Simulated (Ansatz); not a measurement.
## Competing hops of interstitial Li in zinc-blende BP, charge state +1

System: interstitial Li in zinc-blende BP (charge state +1). These are PBE, PAW (plane waves to 420 eV; Ansatz, a quantum-chemistry and plane-wave program) values and carry that method's errors.

64-site cell at the relaxed PBE lattice, a 2×2×2 k-point mesh shifted by half a step, smearing 0.01 eV, spin-restricted, no finite-size correction. No zero-point or tunnelling terms. The charge state is imposed; whether it is stable for some Fermi level was not computed. Sites that were not tried may lie lower.

Barriers: single points on a 3×3×3 k-point mesh shifted by half a step at the bands' geometries.

```csv
Route,Start site over the lowest site run (eV),Hop (Å),Forward barrier (eV),Backward barrier (eV),Neighbours at the start,Neighbours at the saddle,Saddle order,"Forward, on the band's own sampling (eV)"
a direct jump of one Li atom,0.00,1.97,1.51,0.69,4 B at 2.02; 6 P at 2.33 Å,3 B at 1.99; 3 P at 2.02 Å,"not checked, on a symmetry element",1.51
```

Paths come from nudged elastic bands with a climbing image.  A band can be held on a symmetry element, so unchecked saddle points there may be too high.
